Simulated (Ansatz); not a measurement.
Data:

```
CELL_PARAMETERS angstrom
      0.00000     2.09900     2.09900
      2.09900     0.00000     2.09900
      2.09900     2.09900     0.00000
ATOMIC_POSITIONS crystal
  Ti 0.00000 0.00000 0.00000
  C  0.50000 0.50000 0.50000
```

No spin polarisation.

Method: Ansatz (an electronic-structure program) r2SCAN, no SOC. Γ-centred 23×23×23 mesh, Fermi–Dirac width 0.1 eV.

Question: Predict the pressure, band gap and space group.

Answer: 
```json
{
 "pressure": "28.7 GPa",
 "band_gap": "zero",
 "space_group": "Fm-3m (No. 225)"
}
```

The cells carry an imposed strain or load. No phonon test of stability was made. The final runs are not spin-polarised. The cell was made from TiC in the rock salt structure (space group Fm-3m, No. 225) by this change: isotropic strain −3.00 %.
